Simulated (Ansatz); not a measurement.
Ansatz (an electronic-structure program) run on In (I4/mmm, 1 atom in the cell): self-consistent single point.

Method of the run: PBE (plane waves, PAW; Ansatz).

```
In
1.0
   -1.60529     1.60529     2.45551
    1.60529    -1.60529     2.45551
    1.60529     1.60529    -2.45551
In
1
Direct
  0.00000   0.00000   0.00000
```

Reference input (self-consistent single point, DFT, PBE, plane waves, default PAW files): kpoints.mp_grid.grid = 19 19 19; hamiltonian.xc = pbe; hamiltonian.pseudopotentials = {kind: paw} (the program's default PAW files); scf.occupations.method = fermi_dirac; scf.occupations.width = 0.1 eV. This run's input differs from it in these lines:

Ansatz 0.2 input:
```diff
@@ -9,3 +9,3 @@
 kpoints:
-  mp_grid: { grid: [19, 19, 19] }
+  mp_grid: { grid: [7, 7, 7] }
 hamiltonian:
```

Log, with long lists cut:

```
SCF iter   1: F=—  HF=-5597.825949 eV  |F-HF|=—  |Δ(HF+E_count)|=         —  Δρ=1.51e-3  dr2=4.19e-4  ethr=1.77e-3  ⟨swp⟩=4.9  Hψ=2576  notcnv=0
all-band conjugate gradients solve this SCF's bands
preconditioner: auto → none
SCF iter   2: F=—  HF=-5597.825512 eV  |F-HF|=—  |Δ(HF+E_count)|=   4.37e-4  Δρ=9.16e-4  dr2=1.94e-4  ethr=3.22e-6  ⟨swp⟩=2.0  Hψ=984  notcnv=0
SCF iter   3: F=—  HF=-5597.825536 eV  |F-HF|=—  |Δ(HF+E_count)|=   2.39e-5  Δρ=4.52e-4  dr2=3.34e-5  ethr=1.49e-6  ⟨swp⟩=2.1  Hψ=659  notcnv=0
SCF iter   4: F=—  HF=-5597.825515 eV  |F-HF|=—  |Δ(HF+E_count)|=   2.11e-5  Δρ=1.11e-4  dr2=1.96e-6  ethr=2.57e-7  ⟨swp⟩=2.1  Hψ=657  notcnv=0
SCF iter   5: F=—  HF=-5597.825515 eV  |F-HF|=—  |Δ(HF+E_count)|=   2.40e-8  Δρ=1.05e-4  dr2=1.67e-6  ethr=1.51e-8  ⟨swp⟩=2.0  Hψ=687  notcnv=0
SCF iter   6: F=—  HF=-5597.825514 eV  |F-HF|=—  |Δ(HF+E_count)|=   8.65e-7  Δρ=4.50e-5  dr2=3.01e-7  ethr=1.29e-8  ⟨swp⟩=2.4  Hψ=656  notcnv=0
SCF iter   7: F=-5597.825514 eV  HF=-5597.825514 eV  |F-HF|=1.17e-8  |Δ(HF+E_count)|=   1.87e-7  Δρ=7.79e-6  dr2=9.11e-9  ethr=7.69e-10  ⟨swp⟩=4.8  Hψ=1459  notcnv=0
SCF 1 converged in 7 iterations: F = -5597.825514 eV  dr2 = 9.11e-9
Free energy (F): -5597.825514 eV
Internal energy: -5597.809147 eV  (E = F + TS)
E sigma→0 (E₀):  -5597.817331 eV
Entropy (-TS):   -0.016366 eV (-16.366 meV/atom)
Fermi energy:    10.582494 eV
--- Forces (eV/Å), atoms counted from 1 ---
  atom   1  In    -0.00000000     0.00000000     0.00000000
--- Stress (GPa, compression-positive) ---
        3.100193      -0.000000      -0.000000
       -0.000000       3.100193       0.000000
       -0.000000       0.000000       3.330336
  P = ⅓ Tr σ = 3.1769 GPa (31.769 kbar)
  The stress holds the Pulay correction. Without it, at fixed plane waves, as pw.x and ABINIT print it: P = 3.1311 GPa
```

The run converged in 7 iterations. Against the reference run the free energy goes up by 4.5 meV/atom and the pressure goes from 3.64 to 3.18 GPa.

The starting cell comes from a database of computed structures (which also holds hypothetical and non-ambient phases and stackings), without a prior relaxation at this level. Its lattice was rescaled by a random factor within 2.5 % of one. With a pressure of about 3 GPa the cell is away from its equilibrium volume at this level. Ansatz's pressure includes its estimate of the finite-basis (Pulay) stress.
